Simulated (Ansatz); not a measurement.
Start from BeSe in the zinc blende structure (space group F-43m, No. 216; a = 5.178 Å).

The values are results of PBE (Ansatz, an electronic-structure program, PAW, no SOC), not measurements.

For the base:

- Band gap: 2.67 eV

The change: the cell is scaled by 1.0150 in all directions, atoms relaxed at fixed cell.

Q: Predict the new band gap.

A: The band gap goes up by 0.09 eV (2.67 eV → 2.76 eV).

The cells carry an imposed strain or load. No phonon test of stability was made.
